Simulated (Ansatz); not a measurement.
**PdSn (model structure, started from the CoSn type, P6/mmm, No. 191, 6 atoms in the cell)**

Method: r²SCAN in Ansatz (plane waves, PAW).

Settings: plane-wave cutoff 560 eV, 12×12×12 k mesh, Fermi–Dirac smearing 0.05 eV, scalar-relativistic PAW data made under PBE.

Cell (relaxed at this level):

```cif
data_Pd3Sn3
_chemical_formula_sum 'Pd3 Sn3'
_space_group_name_H-M_alt 'P 1'
_space_group_IT_number 1
_cell_length_a 5.66215
_cell_length_b 5.66215
_cell_length_c 4.43835
_cell_angle_alpha 90.000
_cell_angle_beta 90.000
_cell_angle_gamma 120.000
loop_
_space_group_symop_operation_xyz
  'x, y, z'
loop_
_atom_site_label
_atom_site_type_symbol
_atom_site_fract_x
_atom_site_fract_y
_atom_site_fract_z
_atom_site_occupancy
Pd1 Pd 0.00000 0.50000 0.00000 1
Pd2 Pd 0.50000 0.00000 0.00000 1
Pd3 Pd 0.50000 0.50000 0.00000 1
Sn1 Sn 0.66667 0.33333 0.50000 1
Sn2 Sn 0.33333 0.66667 0.50000 1
Sn3 Sn 0.00000 0.00000 0.00000 1
```

```json
{
  "band_gap": "none",
  "bulk_modulus": "111 GPa"
}
```

Note: the bulk modulus is −V dP/dV from two relaxed cells at ±2 % in volume; the relaxation could raise the start's symmetry but not lower it, so the cell can be a saddle point.

Spin–orbit coupling is not included.

It cost very roughly 5 core-minutes of CPU time.

A model structure was made by putting elements into a prototype or built by hand; it is no filed structure, need not be a known phase, and can be a saddle point held by its symmetry.

Ansatz is an electronic-structure program.
